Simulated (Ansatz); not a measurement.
Consider InP in the zinc blende structure (space group F-43m, No. 216; a = 5.907 Å). Axes: x, y, z lie along the cube axes.

Method: DFT with r2SCAN, PAW potentials and a 500 eV plane-wave cutoff in Ansatz (an electronic-structure program), no spin-orbit coupling.

Modification: every lattice vector is stretched by 0.67 %; the atoms relax in the strained cell.

Predict the stress tensor and what it implies for the stiffness.

Stress of the strained cell less that of the base (GPa, compression positive):
```
  -1.31    0.00    0.00
   0.00   -1.31    0.00
   0.00    0.00   -1.31
```

Then B = −ΔP/(ΔV/V₀) with ΔV/V₀ = 0.0202 gives secant stiffness values (nonlinear terms included at this strain): B ≈ 65 GPa.

No phonon test of stability was made.
